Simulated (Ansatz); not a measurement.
GaN (model structure, started from the MgO type, Pm-3n, No. 223, 12 atoms in the cell), treated with LDA in Ansatz (PAW).

Settings: plane-wave cutoff 520 eV, 6×6×6 k mesh, Fermi–Dirac smearing 0.01 eV, scalar-relativistic PAW data made under PBE.

Cell (relaxed at this level):

```yaml
crystal:
  lattice:
    - [5.46090, 0.00000, 0.00000]
    - [0.00000, 5.46090, 0.00000]
    - [0.00000, 0.00000, 5.46090]
  atoms:
    - { symbol: Ga, position: [0.25000, 0.00000, 0.50000] }
    - { symbol: Ga, position: [0.75000, 0.00000, 0.50000] }
    - { symbol: Ga, position: [0.50000, 0.75000, 0.00000] }
    - { symbol: Ga, position: [0.50000, 0.25000, 0.00000] }
    - { symbol: Ga, position: [0.00000, 0.50000, 0.75000] }
    - { symbol: Ga, position: [0.00000, 0.50000, 0.25000] }
    - { symbol: N, position: [0.25000, 0.50000, 0.00000] }
    - { symbol: N, position: [0.75000, 0.50000, 0.00000] }
    - { symbol: N, position: [0.00000, 0.75000, 0.50000] }
    - { symbol: N, position: [0.00000, 0.25000, 0.50000] }
    - { symbol: N, position: [0.50000, 0.00000, 0.75000] }
    - { symbol: N, position: [0.50000, 0.00000, 0.25000] }
```

Question: Predict the band gap.

Answer: 
- band gap: 1.65 eV (direct)

Note: the relaxation could raise the start's symmetry but not lower it, so the cell can be a saddle point.

Spin–orbit coupling is not included.

The computed numbers hold no vibrational or temperature effects.

A model structure was made by putting elements into a prototype or built by hand; it is no filed structure, need not be a known phase, and can be a saddle point held by its symmetry.

Ansatz is a quantum-chemistry and plane-wave program.
